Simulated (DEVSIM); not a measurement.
Structure: double heterostructure, GaAs between p- and n-type In0.49Ga0.51P, at 350 K.

```tsv
layer (left to right)	material	thickness (μm)	Nd (cm⁻³)	Na (cm⁻³)	τn (s)	τp (s)
1	In0.49Ga0.51P	0.680	-	1.3e17	3.7e-10	3.7e-10
2	GaAs	0.0820	1.2e14	-	3.7e-10	3.7e-10
3	In0.49Ga0.51P	0.280	1.2e17	-	3.7e-10	3.7e-10
```

Left contact: ohmic. Right contact: ohmic. Voltage is applied to the left contact. Recombination: SRH at mid-gap, radiative. Mobility is μmin + (μ − μmin)/(1 + (N/Nref)^α).

The device is made up for the run: typed textbook-type constants, with dimensions and the other settings drawn at random. Values at 300 K; Nc and Nv go as T^1.5, mobilities as T to minus their exponent, the gap by Varshni's rule with the affinity fixed.

```csv
parameter,In0.49Ga0.51P,GaAs
gap (eV),1.89,1.424
affinity (eV),4,4.07
permittivity,11.8,12.9
Nc (cm⁻³),9e17,4.7e17
Nv (cm⁻³),1.3e19,9e18
μn (cm²/Vs),1500,8500
μp (cm²/Vs),80,400
"μn,min",400,500
"μp,min",15,20
"Nref,n",2e16,6e16
"Nref,p",1.5e17,1.5e17
αn,0.7,0.39
αp,0.8,0.38
T exponent of μn,1.66,2.1
T exponent of μp,2,2.2
B (cm³/s),1e-10,2e-10
Varshni α (eV/K),0.0005,0.000541
Varshni β (K),250,204
```

Simulated with DEVSIM: 1D drift-diffusion, Boltzmann statistics, complete ionisation; no tunnelling, impact ionisation, image-force lowering or self-heating. Band offsets follow the typed affinities; no thermionic-emission limit at abrupt steps, no polarisation charge.

The temperature was swept, all else fixed.

```json
[
 {"temperature (K)": "250", "dark forward voltage at 1 A/cm² (V)": "1.234", "potential step across the device at zero bias (V)": "1.778", "dark forward voltage at 100 A/cm² (V)": "1.513"},
 {"temperature (K)": "300", "dark forward voltage at 1 A/cm² (V)": "(withheld)", "potential step across the device at zero bias (V)": "1.719", "dark forward voltage at 100 A/cm² (V)": "(withheld)"},
 {"temperature (K)": "350", "dark forward voltage at 1 A/cm² (V)": "0.969", "potential step across the device at zero bias (V)": "1.656", "dark forward voltage at 100 A/cm² (V)": "1.330"},
 {"temperature (K)": "400", "dark forward voltage at 1 A/cm² (V)": "0.858", "potential step across the device at zero bias (V)": "1.591", "dark forward voltage at 100 A/cm² (V)": "1.237"},
 {"temperature (K)": "450", "dark forward voltage at 1 A/cm² (V)": "0.750", "potential step across the device at zero bias (V)": "1.523", "dark forward voltage at 100 A/cm² (V)": "1.143"},
 {"temperature (K)": "500", "dark forward voltage at 1 A/cm² (V)": "0.642", "potential step across the device at zero bias (V)": "1.454", "dark forward voltage at 100 A/cm² (V)": "1.051"}
]
```

Q: Some entries are withheld; supply them.

A: 
- 300, dark forward voltage at 1 A/cm² (V): 1.093
- 300, dark forward voltage at 100 A/cm² (V): 1.422
